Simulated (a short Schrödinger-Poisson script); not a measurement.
Stack: MOS inversion layer, SiO2 on p-type Si(100), at 300 K.

```tsv
layer	material	thickness (nm)	Na (cm⁻³)
1	SiO2	3.1	-
2	Si	460	8.7e17
```

The device is made up for the run: typed textbook-type constants, with dimensions and the other settings drawn at random. SiO2: permittivity 3.9, conduction-band edge (eV) 3.15, gap (eV) 9, electron mass (mₑ) 0.5. Si: permittivity 11.7, conduction-band edge (eV) 0, gap (eV) 1.124, Nv at 300 K (cm⁻³) 3.1e19.

Channel valleys (confinement mass, in-plane density-of-states mass, number): Δ2 0.916, 0.19, 2; Δ4 0.19, 0.417, 4. At the gate the conduction-band edge of layer 1 lies 3.19 eV − eVg above the Fermi level of the channel; the field vanishes at the back. Gaps are held at their typed values at every temperature. Mesh 0.03 nm at interfaces.

Solved with a short Schrödinger-Poisson script written for these runs: 1D Poisson equation in equilibrium, electrons quantum, Hartree (BenDaniel-Duke, 12 states a valley, the channel's in-plane mass for all, wave functions free to enter the dielectric), parabolic valleys, classical holes, full ionisation, no traps, pinning or gate leakage.

At Vg = 2 V the centroid of the electrons lies 1.26 nm from the interface.

Estimate the gate capacitance as the dielectric in series with that distance, and compare.

The dielectric alone has 1.11 μF/cm²; in series with 1.26 nm of the channel's permittivity, 0.981 μF/cm²; the run gives 0.998 μF/cm². The estimate leaves out the density-of-states capacitance and the centroid's move with voltage.
